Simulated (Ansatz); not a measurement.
# Response to strain in AlN

Consider AlN in the wurtzite structure (space group P6_3mc, No. 186; a = 3.089 Å, c = 4.943 Å). Axes: x lies along a and z along c of the hexagonal cell.

Strains are applied to the cell and any free atomic positions relax.

Level of theory: LDA in Ansatz (plane waves to 420 eV, PAW, no spin-orbit coupling).

Notes on the quantities. pressure: mean of the normal stresses, compression positive; energy relative to the base: free energy F.

| case | band gap | pressure | energy relative to the base |
|---|---|---|---|
| base | 4.42 eV | -0.01 GPa | 0 meV/atom |
| tensor shear ε_xz = +1.00 % | 4.40 eV | 0.00 GPa | +1.5 meV/atom |
| tensor shear ε_xz = +1.67 % | 4.36 eV | 0.01 GPa | +4.1 meV/atom |
| tensor shear ε_xz = +0.67 % | 4.41 eV | 0.00 GPa | +0.7 meV/atom |
| tensor shear ε_xz = +2.00 % | 4.34 eV | 0.02 GPa | +5.9 meV/atom |
| tensor shear ε_xz = +1.33 % | 4.38 eV | 0.00 GPa | +2.6 meV/atom |
| tensor shear ε_xz = +0.33 % | 4.41 eV | -0.01 GPa | +0.2 meV/atom |

No phonon test of stability was made.

Ansatz is a program for electronic structure.
